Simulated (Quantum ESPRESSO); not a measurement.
Short convergence ladders for CaSiAu (P3m1, 3 atoms in the cell)

```
CaSiAu
1.0
    4.30595     0.00000     0.00000
   -2.15298     3.72906     0.00000
    0.00000     0.00000     3.92279
Ca Si Au
1 1 1
Direct
  0.00000   0.00000   0.01275
  0.66667   0.33333   0.50000
  0.33333   0.66667   0.50000
```

Base method: LDA (PZ), GBRV 1.5 ultrasoft (LDA) pseudopotentials (plane waves; Quantum ESPRESSO).

Base settings: ecutwfc = 40 Ry; ecutrho = 320 Ry; occupations = smearing; smearing = fermi-dirac; degauss = 0.0073499 Ry; potentials = {Ca: ca_lda_v1.uspp.F.UPF, Si: si_lda_v1.uspp.F.UPF, Au: au_lda_v1.uspp.F.UPF}; K_POINTS = automatic 3 3 3 0 0 0; conv_thr = 1e-10 Ry; mixing_beta = 0.3.

The count of work is k-points × plane waves × bands × iterations; it is no time. 

**The plane-wave cutoff**

Moved along: ecutrho.

The mesh stays at the base's, so the ladder's end is converged at best in this setting alone.

Only quantities that move along the ladder and can be compared are tabulated.

| ecutwfc | free energy less the last step's (meV/atom) | pressure (GPa) | largest difference of a force vector from the last step's (eV/Å) | count of work / last |
|---|---|---|---|---|
| 14 Ry | 4064.98 | -146.56 | 0.121 | 0.054 |
| 16 Ry | 1583.86 | -71.92 | 0.032 | 0.060 |
| 18 Ry | 528.64 | -32.20 | 0.022 | 0.074 |
| 22 Ry | 40.69 | -7.62 | 0.001 | 0.10 |
| 28 Ry | 4.81 | -4.42 | 0.000 | 0.15 |
| 36 Ry | 3.28 | -4.43 | 0.000 | 0.23 |
| 40 Ry | 3.11 | -4.43 | 0.000 | 0.25 |
| 48 Ry | 2.06 | -4.45 | 0.000 | 0.38 |
| 96 Ry | 0.00 | -4.44 | 0.000 | 1.0 |

Coarsest ecutwfc that holds the forces within 0.01 eV/Å of the last step, with all finer ones: 22 Ry, at 0.10 of the last step's count of work; the step before is off by 0.022 eV/Å.

Coarsest ecutwfc that holds the pressure within 0.1 GPa of the last step, with all finer ones: 28 Ry, at 0.15 of the last step's count of work; the step before is off by 3.2 GPa.

Coarsest ecutwfc that holds the free energy within 1 meV/atom: not settled: the last two steps still differ by 2.1 meV/atom, over half the tolerance, so the ladder does not show it.

Two neighbours can agree and both be off: 36 Ry and 40 Ry differ by 0.17 meV/atom in the free energy, yet lie about 3.1 meV/atom from the last step.

At the lowest cutoff the pressure lies 142 GPa under the last step's, the usual sign of Pulay stress in an incomplete plane-wave basis.

**The cutoff for other potential files**

Level: DFT, LDA (PZ), plane waves, PSlibrary ultrasoft (LDA, semicore) pseudopotentials.

In this ladder: pseudopotentials = {Ca: Ca.pz-spn-rrkjus_psl.1.0.0.UPF, Si: Si.pz-n-rrkjus_psl.1.0.0.UPF, Au: Au.pz-spfn-rrkjus_psl.1.0.0.UPF}. Moved along: ecutrho.

The mesh stays at the base's, so the ladder's end is converged at best in this setting alone.

Only quantities that move along the ladder and can be compared are tabulated.

```tsv
ecutwfc	free energy less the last step's (meV/atom)	pressure (GPa)	largest difference of a force vector from the last step's (eV/Å)	count of work / last
34 Ry	1052.71	-46.45	0.020	0.12
41 Ry	221.95	-13.61	0.003	0.16
52 Ry	48.39	-5.45	0.001	0.21
64 Ry	23.41	-4.66	0.000	0.32
75 Ry	14.96	-4.63	0.000	0.44
112 Ry	2.56	-4.36	0.000	0.74
150 Ry	0.00	-4.38	0.000	1.0
```

Coarsest ecutwfc that holds the forces within 0.01 eV/Å of the last step, with all finer ones: 41 Ry, at 0.16 of the last step's count of work; the step before is off by 0.020 eV/Å.

Coarsest ecutwfc that holds the pressure within 0.05 GPa of the last step, with all finer ones: 112 Ry; the step before is off by 0.25 GPa.

Coarsest ecutwfc that holds the free energy within 5 meV/atom: not settled: the last two steps still differ by 2.6 meV/atom, over half the tolerance, so the ladder does not show it.

Two neighbours can agree and both be off: 64 Ry and 75 Ry differ by 0.03 GPa in the pressure, yet lie about 0.25 GPa from the last step.

At the lowest cutoff the pressure lies 42.1 GPa under the last step's, the usual sign of Pulay stress in an incomplete plane-wave basis.

**The relaxed cell against the cutoff**

On CaSiAu (P-6m2, 3 atoms in the cell): atoms on their sites.

In this ladder: calculation = vc-relax; tprnfor = default; tstress = default. Moved along: ecutrho.

The mesh stays at the base's, so the ladder's end is converged at best in this setting alone.

Only quantities that move along the ladder and can be compared are tabulated.

| ecutwfc | relaxed volume (Å³/atom) | relaxation steps |
|---|---|---|
| 20 Ry | 18.324 | 7 |
| 24 Ry | 18.981 | 9 |
| 28 Ry | 19.022 | 9 |
| 40 Ry | 19.021 | 9 |
| 60 Ry | 19.022 | 9 |
| 80 Ry | 19.025 | 9 |

Coarsest ecutwfc that holds the relaxed volume within 0.019 Å³/atom of the last step, with all finer ones: 28 Ry; the step before is off by 0.044 Å³/atom.

At the lowest cutoff the cell relaxes to a volume 3.7 % smaller than at the highest.

On the base run: the starting cell comes from a database of computed structures (which also holds hypothetical and non-ambient phases and stackings), without a prior relaxation at this level. Its lattice was rescaled by up to half a per cent. One atom was moved a little off its site on purpose. Without a gap this mesh is coarse (it stands for a supercell whose shortest vector is 12 Å).
